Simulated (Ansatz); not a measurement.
Defect migration in rock-salt LiF: interstitial H, charge state +1. All values below come from PBE, PAW (plane waves to 420 eV; Ansatz, a first-principles code).

Cell of 64 host sites held at the relaxed PBE lattice; the Γ point alone; Fermi-Dirac width 0.01 eV, spin-restricted; finite-size errors left in. No zero-point or tunnelling terms. The charge state is imposed; whether it is stable for some Fermi level was not computed. Sites that were not tried may lie lower.

Barriers: single points on a 2×2×2 k-point mesh shifted by half a step at the bands' geometries.

The step: a concerted move, in which H travels most; the atom moves 1.44 Å along (-0.25, 0.00, 0.25) of the unit cell; the moving atom starts with neighbours 2 F at 1.15; 2 Li at 1.85 Å and ends with 2 F at 1.15; 2 Li at 1.85 Å.

### Question
What migration barrier of this step does PBE, PAW give?

### Answer
7.2 kcal/mol, the same both ways. At the saddle the moving atom has neighbours F at 0.99, 2 F at 1.82, F at 2.14; Li at 1.89, 2 Li at 2.03 Å. The saddle point's order was not checked, and it lies on a symmetry element of the cell, where a band can be held.
